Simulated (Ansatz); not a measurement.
# ZnS: response to strain

Consider ZnS in the wurtzite structure (space group P6_3mc, No. 186; a = 3.782 Å, c = 6.208 Å).

Strains are applied to the cell and any free atomic positions relax.

Computed with PBEsol in Ansatz (plane waves to 420 eV, PAW, scalar-relativistic without spin-orbit coupling).

Notes on the quantities. energy relative to the base: free energy F.

| isotropic strain (%) | energy relative to the base (meV/atom) |
|---|---|
| 0 | 0.0 |
| 0.6 | 1.5 |
| 1.2 | ? |
| 1.8 | 12.9 |
| 2.4 | 22.5 |
| 3 | 34.5 |

Task: Fit ΔE = Aε² + Bε³ (ε in %) to the rows shown and predict the withheld row.

Result: Least squares on the printed values gives A = 4.20 and B = -0.12 meV/atom (largest residual 0.0 meV/atom); this predicts 5.8 meV/atom, and the run gives 5.9 meV/atom, in agreement.

Stability against distortions was not tested.

Ansatz is an electronic-structure program.
